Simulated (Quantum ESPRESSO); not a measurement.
Quantum ESPRESSO run on Mg₅Sn (P1, 6 atoms in the cell): self-consistent single point.

Computed with PBEsol, GBRV 1.5 ultrasoft (PBESOL) pseudopotentials (plane waves; Quantum ESPRESSO).

```
CELL_PARAMETERS angstrom
      5.59397     0.00000     0.00000
     -2.79698     4.84452     0.00000
      0.00000     0.00000     5.03009
ATOMIC_POSITIONS crystal
  Mg 0.00247 0.33999 0.99385
  Mg 0.33300 0.00251 0.00458
  Mg 0.66127 0.66009 0.00044
  Mg 0.67105 0.33908 0.49837
  Mg 0.33142 0.66309 0.50861
  Sn 0.00080 0.99524 0.49416
```

Reference input (self-consistent single point, DFT, PBEsol, plane waves, GBRV 1.5 ultrasoft (PBESOL) pseudopotentials): ecutwfc = 40 Ry; ecutrho = 200 Ry; occupations = smearing; smearing = methfessel-paxton; degauss = 0.0099958 Ry; potentials = {Mg: mg_pbesol_v1.4.uspp.F.UPF, Sn: sn_pbesol_v1.4.uspp.F.UPF}; K_POINTS = automatic 4 4 4 0 0 0; conv_thr = 1e-11 Ry; mixing_beta = 0.7. This run's input differs from it in these lines:

```diff
@@ -11,4 +11,4 @@
     ntyp = 2,
-    ecutwfc = 40,
-    ecutrho = 200,
+    ecutwfc = 24,
+    ecutrho = 120,
     occupations = 'smearing',
```

Log, with long lists cut:

```
     Self-consistent Calculation

     iteration #  1     ecut=    24.00 Ry     beta= 0.70

     total energy              =    -783.35339287 Ry
     estimated scf accuracy    <       1.86231753 Ry

     iteration #  2     ecut=    24.00 Ry     beta= 0.70

     total energy              =    -783.82340135 Ry
     estimated scf accuracy    <       0.06840168 Ry

     iteration #  3     ecut=    24.00 Ry     beta= 0.70

     total energy              =    -783.83070798 Ry
     estimated scf accuracy    <       0.00510683 Ry

   [... 6 blocks of this kind left out ...]

     iteration # 10     ecut=    24.00 Ry     beta= 0.70

     total energy              =    -783.83198884 Ry
     estimated scf accuracy    <          1.9E-10 Ry

     iteration # 11     ecut=    24.00 Ry     beta= 0.70
     End of self-consistent calculation

     the Fermi energy is     6.9660 ev

!    total energy              =    -783.83198884 Ry
     estimated scf accuracy    <          4.8E-12 Ry
     smearing contrib. (-TS)   =      -0.00135238 Ry
     internal energy E=F+TS    =    -783.83063647 Ry

     convergence has been achieved in  11 iterations

     Forces acting on atoms (cartesian axes, Ry/au):

     atom    1 type  1   force =     0.00030700   -0.00552808    0.00403111
     atom    2 type  1   force =     0.00050427   -0.00084152   -0.00278011
     atom    3 type  1   force =     0.00066280    0.00532338   -0.00007227
     atom    4 type  1   force =     0.00014368   -0.00383730    0.00047464
     atom    5 type  1   force =     0.00091589    0.00236625   -0.00444560
     atom    6 type  2   force =    -0.00253364    0.00251726    0.00279222

     Total force =     0.012087     Total SCF correction =     0.000007

          total   stress  (Ry/bohr**3)                   (kbar)     P=     -583.23
  -0.00402222   0.00000096   0.00000258         -591.69        0.14        0.38
   0.00000096  -0.00399716  -0.00000392            0.14     -588.00       -0.58
   0.00000258  -0.00000392  -0.00387478            0.38       -0.58     -570.00

   JOB DONE.
```

The run converged in 11 iterations. Against the reference run the free energy goes up by 1.54 eV/atom, the pressure goes from 0.03 to -58.32 GPa and the largest force moves little (0.172 to 0.176 eV/Å).

The starting cell comes from a database of computed structures (which also holds hypothetical and non-ambient phases and stackings), without a prior relaxation at this level. Its atoms were displaced at random from the sites of space group no. 189. At the lowered cutoff the pressure carries the error of an incomplete plane-wave basis.

Cost on one core of a shared machine: roughly 60 s.
